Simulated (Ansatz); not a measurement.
## Bi under a change: x(As) = 0.75, 8 atoms, C2/m

The reference is Bi in the A7 type structure (space group R-3m, No. 166; a = 4.5205 Å, c = 12.0283 Å (hexagonal axes); layered).

The other end (x = 1) is As (space group R-3m, No. 166; layered): 21.92 Å³/atom, gap zero.

Now apply this change: As replaces 75.0 % of the Bi, ordered in a cell of 8 atoms (starting symmetry C2/m) and fully relaxed.

Calculations: r2SCAN+rVV10 (Ansatz, a quantum-chemistry and plane-wave program, PAW, scalar-relativistic without spin-orbit coupling). k-mesh 12×12×7 (Γ-centred); smearing 0.05 eV (Fermi–Dirac), for the changed cell.

- Volume per atom: 25.59 Å³ (base 35.48 Å³)
- Shortest interatomic distance: 2.452 Å (base 3.068 Å)
- Band gap: zero (base zero)
- Deviation of the volume from the linear (Vegard-type) interpolation: +1.1 %

Cost of the whole job for the changed cell (relaxation, final SCF and bands): roughly 60 core-minutes.

Each cell is one ordered arrangement of few atoms, which overstates ordering effects compared with a random alloy. Spin-orbit coupling, missing from the scalar runs, can matter with Bi. Stability against distortions was not tested. All final runs are without spin polarisation. A zero or small gap of BiAs3 can be the functional's error rather than a property of the material.
